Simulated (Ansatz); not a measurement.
The parent structure is TaS2 in the CdI2 type structure (space group P-3m1, No. 164; a = 3.332 Å, c = 5.785 Å; layered, stacked along the Cartesian z axis; relaxed with 0.1 eV smearing). Axes: x lies along a and z along c of the hexagonal cell.

All numbers come from PBE-D3(BJ) (Ansatz, a program for electronic structure, PAW, no SOC), earlier PAW set.

For the base:

```
Property            Value
---------------  --------
Pressure          0.0 GPa
Volume per atom  18.54 Å³
```

Now apply this change: biaxial strain +3.83 %, plane normal [001], relaxed out of plane (Cartesian); in-plane vectors clamped, the third vector and the atoms free.

Task: Predict the new pressure.

Result: The pressure (mean of the normal stresses, compression positive) goes from zero to -4.5 GPa.

Task: Estimate the effect on the volume per atom.

Result: The volume per atom rises by 1.11 Å³ to 19.65 Å³.

No phonon test of stability was made. The final runs are not spin-polarised. An odd electron count without spin: TaS2.
